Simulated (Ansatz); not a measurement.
The reference is Nb in the bcc (W type) structure (space group Im-3m, No. 229; a = 3.273 Å; relaxed with 0.1 eV smearing). Axes: x, y, z lie along the cube axes.

Structures relaxed with PBEsol (Ansatz, a program for electronic structure, PAW, no spin-orbit coupling).

Base:

Simulated powder pattern, Cu Kα, λ = 1.54184 Å (kinematic, ideal powder, no thermal factors, no anomalous dispersion; the 14 strongest lines at most, above 2 %, up to 2θ = 90°):

```json
[
 {"2θ (°)": "38.92", "I/Imax (%)": "100", "hkl": "(110)"},
 {"2θ (°)": "56.21", "I/Imax (%)": "17", "hkl": "(200)"},
 {"2θ (°)": "70.47", "I/Imax (%)": "33", "hkl": "(211)"},
 {"2θ (°)": "83.55", "I/Imax (%)": "11", "hkl": "(220)"}
]
```

After one change:

Simulated powder pattern, Cu Kα, λ = 1.54184 Å (kinematic, ideal powder, no thermal factors, no anomalous dispersion; the 14 strongest lines at most, above 2 %, up to 2θ = 90°):

| 2θ (°) | I/Imax (%) |
|---|---|
| 38.71 | 51 |
| 38.92 | 100 |
| 55.91 | 17 |
| 56.54 | 8.2 |
| 70.21 | 34 |
| 70.63 | 17 |
| 83.04 | 5.4 |
| 83.58 | 11 |

What was done to the base?
A. biaxial strain +3.00 %, plane normal [001], relaxed out of plane
B. biaxial strain −1.50 %, plane normal [001], relaxed out of plane
C. biaxial strain +0.50 %, plane normal [001], relaxed out of plane
D. biaxial strain −3.00 %, plane normal [001], relaxed out of plane

C, biaxial strain +0.50 %, plane normal [001], relaxed out of plane. Its volume per atom is 17.61 Å³ against 17.53 Å³, and its space group is I4/mmm (No. 139).

No phonon test of stability was made. The final runs are not spin-polarised.
